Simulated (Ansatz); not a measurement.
## BP (model structure, started from the BeO type, P4₂/mnm, No. 136, 8 atoms in the cell)

The numbers are results of r²SCAN+rVV10 (plane waves, PAW; Ansatz, an electronic-structure program), not measurements.

Settings: plane-wave cutoff 560 eV, 6×6×10 k mesh (along the axes of the cell as run), Fermi–Dirac smearing 0.01 eV, scalar-relativistic PAW data made under PBE.

Cell (relaxed at this level):

```xyz
8
Lattice="5.5432 0.0000 0.0000 0.0000 5.5432 0.0000 0.0000 0.0000 3.1934" Properties=species:S:1:pos:R:3 pbc="T T T"
B      1.7827     3.7605     0.0000
B      3.7605     1.7827     0.0000
B      4.5543     4.5543     1.5967
B      0.9889     0.9889     1.5967
P      1.7692     1.7692     0.0000
P      3.7740     3.7740     0.0000
P      1.0024     4.5408     1.5967
P      4.5408     1.0024     1.5967
```

| Property | Result |
|---|---|
| band gap | 0.50 eV (indirect) |
| smallest direct gap on the k points sampled | 1.45 eV |

Note: the relaxation could raise the start's symmetry but not lower it, so the cell can be a saddle point.

The result took roughly 23 core-seconds.

A model structure was made by putting elements into a prototype or built by hand; it is no filed structure, need not be a known phase, and can be a saddle point held by its symmetry.
